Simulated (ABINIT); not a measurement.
Input and output of a self-consistent single point for LiAg3 (Pm-3m, 4 atoms in the cell) (ABINIT).

Computed with LDA (PW92), norm-conserving pseudopotentials (PseudoDojo nc-sr-04 LDA standard) (plane waves; ABINIT).

```xyz
4
Lattice="4.0334 0.0000 0.0000 0.0000 4.0334 0.0000 0.0000 0.0000 4.0334" Properties=species:S:1:pos:R:3 pbc="T T T"
Li     0.0000     0.0000     0.0000
Ag     0.0000     2.0167     2.0167
Ag     2.0167     0.0000     2.0167
Ag     2.0167     2.0167     0.0000
```

Reference input (self-consistent single point, DFT, PBEsol, plane waves, norm-conserving pseudopotentials (PseudoDojo nc-sr-04 PBEsol standard)): pseudos = [Li.upf, Ag.upf]; ecut = 1116 eV; occopt = 3; tsmear = 0.05 eV; ngkpt = 8 8 8; nshiftk = 1; shiftk = 0 0 0; potentials = PseudoDojo nc-sr-04 PBEsol standard; nband = 39; kptopt = 1; nstep = 80; tolvrs = 1e-11. This run's input differs from it in these lines:

```diff
@@ -1,2 +1,2 @@
-# LiAg3, PseudoDojo nc-sr-04 PBEsol standard
+# LiAg3, PseudoDojo nc-sr-04 LDA standard
 pp_dirpath "./"
@@ -17,3 +17,3 @@
          0.5000000000    0.5000000000    0.0000000000
-ecut 1116 eV
+ecut 1170 eV
 occopt 3
```

Its files differ too (potentials: PseudoDojo nc-sr-04 PBEsol standard → PseudoDojo nc-sr-04 LDA standard).

Log, with long lists cut:

```
--- !BeginCycle
solver: {iscf: 7, nstep: 80, nline: 4, wfoptalg: 0, }
tolerances: {tolvrs: 1.00E-11, }
...

     iter   Etot(hartree)      deltaE(h)  residm     vres2
 ETOT  1  -471.60390541941    -4.716E+02 2.325E-01 7.086E+02
 ETOT  2  -471.95049942579    -3.466E-01 1.352E-02 6.051E+02
 ETOT  3  -472.09556555182    -1.451E-01 5.942E-03 1.533E+00
 ETOT  4  -472.09603283081    -4.673E-04 6.968E-04 2.901E-01
 ETOT  5  -472.09606051219    -2.768E-05 1.364E-03 1.472E-02
 ETOT  6  -472.09606165167    -1.139E-06 1.159E-04 6.209E-04
 ETOT  7  -472.09606169741    -4.574E-08 1.960E-04 4.288E-06
 ETOT  8  -472.09606169783    -4.136E-10 6.550E-05 1.123E-08
 ETOT  9  -472.09606169776     6.702E-11 7.428E-05 2.649E-09
 ETOT 10  -472.09606169780    -4.161E-11 3.161E-05 8.464E-13
 At SCF step   10       vres2   =  8.46E-13 < tolvrs=  1.00E-11 =>converged.

 Cartesian components of stress tensor (hartree/bohr^3)
  sigma(1 1)=  2.02842166E-04  sigma(3 2)=  0.00000000E+00
  sigma(2 2)=  2.02842166E-04  sigma(3 1)=  0.00000000E+00
  sigma(3 3)=  2.02842166E-04  sigma(2 1)=  0.00000000E+00

 ----iterations are completed or convergence reached----

 reduced coordinates (array xred) for    4 atoms
       0.000000000000      0.000000000000      0.000000000000
       0.000000000000      0.500000000000      0.500000000000
       0.500000000000      0.000000000000      0.500000000000
       0.500000000000      0.500000000000      0.000000000000
 cartesian forces (eV/Angstrom) at end:
    1     -0.00000000000000    -0.00000000000000    -0.00000000000000
   [... lines left out ...]
 Fermi (or HOMO) energy (eV) =   8.34244   Average Vxc (eV)= -12.02293
   [... lines left out ...]
total_energy        : -4.72096061697800E+02
total_energy_eV     : -1.28463871536531E+04
band_energy         : -4.70720369144224E+01
...

-Cartesian components of stress tensor (GPa)         [Pressure= -5.9678E+00 GPa]
- sigma(1 1)=  5.96782156E+00  sigma(3 2)=  0.00000000E+00
- sigma(2 2)=  5.96782156E+00  sigma(3 1)=  0.00000000E+00
- sigma(3 3)=  5.96782156E+00  sigma(2 1)=  0.00000000E+00

 Calculation completed.
```

The run converged in 10 iterations. Against the reference run the pressure goes from -2.29 to -5.97 GPa.

The starting cell comes from a database of computed structures (which also holds hypothetical and non-ambient phases and stackings), without a prior relaxation at this level. Its lattice was rescaled by a random factor within 2.5 % of one. With a pressure of about -6 GPa the cell is away from its equilibrium volume at this level.

Cost on one core of a shared machine: roughly 6 min.
